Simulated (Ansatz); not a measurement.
The starting structures come from a database of crystals and need not be the phases stable at ambient conditions.

 Where the default PAW files enter, the runs use the earlier of Ansatz's two default sets.

The decay constant κ of evanescent states in the gap governs leakage through a thin film.

Input:

```
FeAsSe
1.0
    5.89326     0.00000     0.00000
    2.30616     5.46823     0.00000
    0.00000     0.00000     5.83567
Fe As Se
4 4 4
Cartesian
  4.94033   1.59191   5.83345
  3.25909   3.87632   0.00222
  2.10601   1.14220   2.91562
  6.09341   4.32603   2.92005
  5.92317   2.06470   2.12027
  2.27625   3.40354   3.71540
  1.12317   0.66942   5.03811
  7.07625   4.79881   0.79756
  4.27527   0.97608   3.68260
  3.92415   4.49215   2.15307
  2.77107   1.75804   0.76476
  5.42835   3.71020   5.07091
```

Space group of this cell: P2_1/c. The cell is taken as given.

Transport runs along the normal of the first two printed cell vectors.

The gap is the functional's own. No spin-orbit coupling. Mid-gap values are interpolated on the energy grid.

### Question
Give the band gap and the smallest decay constant κ at mid-gap that r2SCAN run with Ansatz (a program for electronic structure) yields.

### Answer
Gap 0.56 eV on a 6×6×6 mesh; κ = 0.202 1/Å, at (0.000, 0.333) of the in-plane reciprocal vectors. At the zone centre, at the nearest computed energy, the slowest state has κ = 0.26 1/Å.
